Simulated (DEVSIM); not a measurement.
Device: W/SiO2/n-Si capacitor, at 300 K.

| layer (left to right) | material | thickness (nm) | Nd (cm⁻³) |
|---|---|---|---|
| 1 | SiO2 | 9.10 | - |
| 2 | Si | 5500 | 1.1e16 |

Metal gate on the left, work function 4.6 eV. Fixed charge at the semiconductor interface -3.5e11 cm⁻² (in units of +e); interface traps 3e11 cm⁻² eV⁻¹, uniform in energy, neutral level at 0.7 of the gap above the valence band.

This is a model device: material constants are rounded textbook-type values typed into the input, and sizes, dopings and lifetimes were drawn at random. Values at 300 K.

```
parameter      SiO2       Si
-------------  ----  -------
gap (eV)          9    1.124
affinity (eV)   0.9     4.05
permittivity    3.9     11.7
Nc (cm⁻³)         -  2.86e19
Nv (cm⁻³)         -   3.1e19
```

Model (solved in DEVSIM): 1D Poisson equation in equilibrium, Boltzmann statistics, complete ionisation; no quantum confinement or tunnelling. Metal contacts follow the ideal Schottky-Mott rule: no Fermi-level pinning, no interface dipoles.

Q: Tabulate band edges, carrier densities and field at 1.9 V on the gate.

A: Energies count from the Fermi level of the right contact; mesh points crowd at the junctions.

```tsv
x (μm)	Ec (eV)	Ev (eV)	n (cm⁻³)	p (cm⁻³)	field (V/cm)
0.000	1.800	-7.200	< 1e2	< 1e2	1500000
0.001373	2.005	-6.995	< 1e2	< 1e2	1500000
0.003943	2.388	-6.612	< 1e2	< 1e2	1500000
0.006871	2.824	-6.176	< 1e2	< 1e2	1500000
0.009012	3.143	-5.857	< 1e2	< 1e2	1500000
0.01039	0.043	-1.081	5.4e18	< 1e2	210000
0.01365	0.086	-1.038	1.0e18	110	88000
0.02540	0.140	-0.984	1.2e17	930	26000
0.04867	0.176	-0.948	3.2e16	3600	8600
0.1030	0.197	-0.927	1.4e16	8400	1600
0.2223	0.203	-0.921	1.1e16	10000	70
0.6636	0.203	-0.921	1.1e16	11000	≈ 0
1.538	0.203	-0.921	1.1e16	11000	≈ 0
3.340	0.203	-0.921	1.1e16	11000	≈ 0
4.801	0.203	-0.921	1.1e16	11000	≈ 0
5.206	0.203	-0.921	1.1e16	11000	≈ 0
5.380	0.203	-0.921	1.1e16	11000	≈ 0
5.452	0.203	-0.921	1.1e16	11000	≈ 0
5.491	0.203	-0.921	1.1e16	11000	≈ 0
5.502	0.203	-0.921	1.1e16	11000	≈ 0
5.507	0.203	-0.921	1.1e16	11000	≈ 0
5.509	0.203	-0.921	1.1e16	11000	≈ 0
```
